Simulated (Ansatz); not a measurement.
Si (Fd-3m), HSE06, rigid bands in Ansatz (a program for electronic structure): N_v = 3.29e19 cm⁻³ at 300 K and a hole conductivity mass of 0.324 mₑ.

**Question.** For 1e17 holes per cm³ at 300 K, place the Fermi level, estimate the Seebeck coefficient of a parabolic band with constant τ, and give mobility and conductivity for τ = 50 fs.

**Answer.** The level lies k_BT ln(N_v/p) = 0.150 eV above the valence-band maximum. S ≈ +(k_B/e)[ln(N_v/p) + 5/2] = 715 μV/K, against 711 μV/K from the full bands (mean over directions). μ = eτ/m = 271 cm²/(V·s) and σ = peμ = 4.35 S/cm. τ is assumed, not computed.

Band transport and this doping are assumed; polarons and phonon drag are left out. Spin-orbit coupling is left out; where it splits the top of the valence band, N_v and the p-type Seebeck coefficient come out somewhat high without it. Geometry: cell and atoms relaxed with PBEsol.
